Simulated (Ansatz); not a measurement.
Consider Rh in the fcc (Cu type) structure (space group Fm-3m, No. 225; a = 3.755 Å; relaxed with 0.1 eV smearing). Axes: x, y, z lie along the cube axes.

Level of theory: Ansatz (a first-principles code), LDA, PAW, cutoff 420 eV, scalar-relativistic without spin-orbit coupling.

One thing is altered: compressive biaxial strain of 1.50 % in the plane normal to [001], as in epitaxy on a mismatched substrate; the out-of-plane cell vector and the atoms relax.

Problem. What happens to the ratio −ε⊥/ε∥?

Solution. The ratio −ε⊥/ε∥ amounts to 0.91.

Problem. Predict the new in-plane stress.

Solution. The mean in-plane stress (compression positive) amounts to +8.4 GPa.

Stability against distortions was not tested. The final runs are not spin-polarised.
